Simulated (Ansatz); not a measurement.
This Ansatz (a first-principles code) input is the reference run, BeS in the zinc blende structure (space group F-43m, No. 216), computed with plane-wave PAW DFT at the PBEsol level (Ansatz, 420 eV), spin-orbit coupling left out:

Ansatz 0.2 input:
```yaml
crystal:
  lattice:
    - [0, 2.4189620155, 2.4189620155]
    - [2.4189620155, 0, 2.4189620155]
    - [2.4189620155, 2.4189620155, 0]
  atoms:
    - { symbol: S, position: [0.25, 0.25, 0.25] }
    - { symbol: Be, position: [0, 0, 0] }
basis: { ecutwfc: 420, ecutrho_ratio: 4, xc_grid: 2, fft_grid_basis: typed }
kpoints: { mp_grid: { grid: [12, 12, 12] } }
hamiltonian:
  xc: pbesol
  dispersion: none
  pseudopotentials: { kind: paw }
scf: { occupations: { method: fermi_dirac, width: 0.05 }, convergence: { dr2_threshold: 0.0000000002 } }
output: { forces: true, stress: true }
```

**Question.** Write the input for this change: uniaxial stress, 5 GPa tension along x; all other stress components relax to zero.

**Answer.** 
Ansatz 0.2 input:
```yaml
crystal:
  lattice:
    - [0, 2.4189620155, 2.4189620155]
    - [2.4189620155, 0, 2.4189620155]
    - [2.4189620155, 2.4189620155, 0]
  atoms:
    - { symbol: S, position: [0.25, 0.25, 0.25] }
    - { symbol: Be, position: [0, 0, 0] }
basis: { ecutwfc: 420, ecutrho_ratio: 4, xc_grid: 2, fft_grid_basis: typed }
kpoints: { mp_grid: { grid: [12, 12, 12] } }
hamiltonian:
  xc: pbesol
  dispersion: none
  pseudopotentials: { kind: paw }
scf: { occupations: { method: fermi_dirac, width: 0.05 } }
relax: { f_tol: 0.005, max_steps: 50, cell: { stress_tol: 0.01, sigma_target: [-5, 0, 0, 0, 0, 0] } }
output: { forces: true, stress: true }
checkpoint: { write: state.ck, write_every: 1000 }
```
This is the input that was run.

Load acts through the strain it causes; cell and atoms are relaxed under it. sigma_target is in GPa, compression positive, in the order xx, yy, zz, yz, xz, xy. Stability under load was not tested beyond the relaxation.
